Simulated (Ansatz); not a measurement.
Take Pd in the fcc (Cu type) structure (space group Fm-3m, No. 225; relaxed with 0.1 eV smearing) as the base.

```yaml
crystal:
  lattice:
    - [0.00000, 1.92070, 1.92070]
    - [1.92070, 0.00000, 1.92070]
    - [1.92070, 1.92070, 0.00000]
  atoms:
    - { symbol: Pd, position: [0.00000, 0.00000, 0.00000] }
```

Cartesian axes are those of the cell as printed.

Level of theory: Ansatz (a program for electronic structure) LDA, no spin-orbit coupling.

It is then changed as follows: tensile biaxial strain of 3.00 % in the plane normal to [001], as in epitaxy on a mismatched substrate; the out-of-plane cell vector and the atoms relax.

What does the calculation give for the ratio −ε⊥/ε∥ after the change?

The ratio −ε⊥/ε∥ is 1.50.

What does the calculation give for the in-plane stress after the change?

The mean in-plane stress (compression positive) comes out as -3.8 GPa.

No phonon test of stability was made. The final runs are not spin-polarised.
